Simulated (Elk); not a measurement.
Band structure of HfCo (Cmcm, 4 atoms in the cell).

```
CELL_PARAMETERS angstrom
      1.55926    -4.62831     0.00000
      1.55926     4.62831     0.00000
      0.00000     0.00000     4.11730
ATOMIC_POSITIONS crystal
  Hf 0.85948 0.14052 0.75000
  Hf 0.14052 0.85948 0.25000
  Co 0.58483 0.41517 0.75000
  Co 0.41517 0.58483 0.25000
```
Moments meant for the start (each program seeds them in its own way; μB, in the order of the atoms Hf Hf Co Co): 0.0 0.0 3.0 3.0.

Method of the run: Elk with PBEsol, all-electron FP-LAPW, Elk's shipped species files, LAPW+lo basis.

Settings: xctype = 22; spinpol = true; rgkmax = 7.5; stype = 3; swidth = 0.00367493 Ha; ngridk = 6 6 4; reducebf = 0.5; gmaxvr = 16 1/bohr; nxoapwlo = 1; rmtscf = 0.87; nempty = 12 per atom; bfcmt = [[0.0, 0.0, 0.0], [0.0, 0.0, 0.0], [0.0, 0.0, -1.5], [0.0, 0.0, -1.5]].

The starting cell comes from a database of computed structures (which also holds hypothetical and non-ambient phases and stackings), without a prior relaxation at this level. Its lattice was rescaled by a random factor within 2.5 % of one. Spin-orbit coupling is off. The starting moments vanished: the run ended non-magnetic, which need not be the lowest state. Values depend on the basis (sphere radii, cutoffs, local orbitals), which need not be converged.

Levels in eV from the Fermi level, bands 38 to 45 of the first spin channel:
| point | 38 | 39 | 40 | 41 | 42 | 43 | 44 | 45 |
|---|---|---|---|---|---|---|---|---|
| Γ | -1.12 | -0.78 | -0.71 | 0.58 | 1.23 | 1.62 | 1.89 | 2.28 |
| X | -0.94 | -0.86 | -0.71 | -0.28 | 0.13 | 0.98 | 1.38 | 2.17 |
| S | -1.16 | -0.86 | -0.41 | -0.36 | -0.03 | 1.08 | 1.29 | 1.93 |
| R | -0.90 | -0.24 | -0.24 | 0.15 | 0.15 | 0.98 | 0.98 | 1.67 |
| A | -1.19 | -0.47 | -0.47 | 0.13 | 0.13 | 1.19 | 1.19 | 1.92 |
| Z | -1.13 | -0.73 | -0.73 | -0.06 | -0.06 | 1.57 | 1.57 | 2.01 |
| Y | -1.11 | -1.03 | -1.02 | 0.14 | 0.75 | 1.29 | 2.13 | 2.23 |
| X1 | -0.94 | -0.86 | -0.71 | -0.28 | 0.13 | 0.98 | 1.38 | 2.17 |
| A1 | -1.19 | -0.47 | -0.47 | 0.13 | 0.13 | 1.19 | 1.19 | 1.92 |
| T | -1.75 | -0.84 | -0.84 | -0.23 | -0.23 | 1.63 | 1.63 | 3.13 |

Bands cross the Fermi level along this path, so the cell is metallic at this level.

The net moment of the cell came out as 0.00 μB.
